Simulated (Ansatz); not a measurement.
# Effect of uniaxial stress, 0.5 GPa compression along x on hypothetical fluorite HfGe2

Take HfGe$_{2}$ in the fluorite structure (space group Fm-3m, No. 225; a = 6.357 Å; a hypothetical phase, not in the database extracts checked; relaxed with 0.1 eV smearing) as the base. Axes: x, y, z lie along the cube axes.

One thing is altered: uniaxial stress, 0.5 GPa compression along x, with the cell and atoms free to relax against it.

Computed with PBEsol (Ansatz, an electronic-structure program, PAW, no spin-orbit coupling). Settings: 16×16×16 k-points, 0.1 eV Fermi–Dirac smearing.

| quantity | base | changed | shift |
|---|---|---|---|
| space group | Fm-3m (No. 225) | I4/mmm (No. 139) | – |
| shortest interatomic distance | 2.753 Å | 2.704 Å | -0.049 Å |
| energy relative to the base (free energy F) | 0 meV/atom | -74 meV/atom | -74 meV/atom |
| band gap | zero | zero | – |
| strain response (xx, yy, zz) | – | (−14.93, +7.70, +7.70) % | – |

Stability under load was not tested beyond the relaxation. All final runs are without spin polarisation. Under uniaxial stress, 0.5 GPa compression along x the cell ends below the base's energy or with stress of the wrong sign: the atoms slid into a distortion or the cell is elastically unstable, so the base is not a stable minimum at this level. HfGe2 has a high density of states at the Fermi level and may be magnetic at this level.
